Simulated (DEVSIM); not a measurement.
Device: Schottky contact on p-type CdTe, at 300 K.

Layer 1 from the left is CdTe, thickness (μm) 0.750, Na (cm⁻³) 1.9e16, τn (s) 4.8e-10, τp (s) 4.8e-10.

Left contact: Schottky, work function 4.61 eV, emission velocity 4.6e6 cm/s. Right contact: ohmic. Voltage is applied to the left contact. Recombination: SRH at mid-gap, Auger. Mobility is μmin + (μ − μmin)/(1 + (N/Nref)^α).

The device is made up for the run: typed textbook-type constants, with dimensions and the other settings drawn at random. Values at 300 K.

CdTe: gap (eV) 1.5, affinity (eV) 4.28, permittivity 10.2, Nc (cm⁻³) 8e17, Nv (cm⁻³) 1.8e19, μn (cm²/Vs) 1000, μp (cm²/Vs) 80, μn,min 100, μp,min 10, Nref,n 1e17, Nref,p 1e17, αn 0.6, αp 0.6, Cn (cm⁶/s) 1e-30, Cp (cm⁶/s) 1e-30.

Simulated with DEVSIM: 1D drift-diffusion, Boltzmann statistics, complete ionisation; no tunnelling, impact ionisation, image-force lowering or self-heating. Metal contacts follow the ideal Schottky-Mott rule: no Fermi-level pinning, no interface dipoles.

Dark forward current:

| |V| (V) | |J| (A/cm²) |
|---|---|
| 0.05 | 3.860e-10 |
| 0.10 | 1.345e-9 |
| 0.15 | 3.916e-9 |
| 0.20 | 1.101e-8 |
| 0.25 | 3.130e-8 |
| 0.30 | 9.390e-8 |
| 0.35 | 3.153e-7 |
| 0.40 | 1.264e-6 |
| 0.45 | 6.177e-6 |
| 0.50 | 3.514e-5 |
| 0.55 | 0.0002176 |
| 0.60 | 0.001398 |
| 0.65 | 0.009083 |
| 0.70 | 0.05873 |
| 0.75 | 0.3728 |
| 0.80 | 2.250 |
| 0.85 | 11.67 |
| 0.90 | 42.65 |
| 0.95 | 102.4 |
| 1.00 | 183.6 |
| 1.05 | 277.8 |
| 1.10 | 379.9 |
| 1.15 | 487.1 |
| 1.20 | 598.0 |
| 1.25 | 711.3 |
| 1.30 | 826.6 |

Question: Work out the local ideality factor n = ΔV / (kT/q · ln(J2/J1)) between the rows 0.15 and 0.20 V, 0.60 and 0.65 V, 1.25 and 1.30 V.

Answer: kT/q = 25.85 mV. From 0.15 to 0.20 V: ln(1.101e-8/3.916e-9) = 1.034, n = 1.87, near the 2 of recombination in the depletion region. From 0.60 to 0.65 V: ln(0.009083/0.001398) = 1.871, n = 1.03, near the 1 of diffusion or emission over a barrier. From 1.25 to 1.30 V: ln(826.6/711.3) = 0.150, n = 12.88; the layers' resistance at their doping, Σ W/(qμN) = 0.00040 Ω cm², would take 46 mV of this step of 50 mV.

Question: Estimate the current at 0.65 V for emission alone, J0 = q v N_band exp(−φB/kT), and read the barrier back from the simulated current.

Answer: φB = 1.170 eV, N_band = 1.80e19 cm⁻³, J0 = 2.92e-13 A/cm²; J = J0 (exp(qV/kT) − 1) = 0.0243 A/cm². The simulation gives 0.00908 A/cm²; the estimate lies 170 % above. Read backwards, the simulated current gives an apparent barrier of 1.195 eV. The estimate leaves out transport through the depletion region and minority injection.
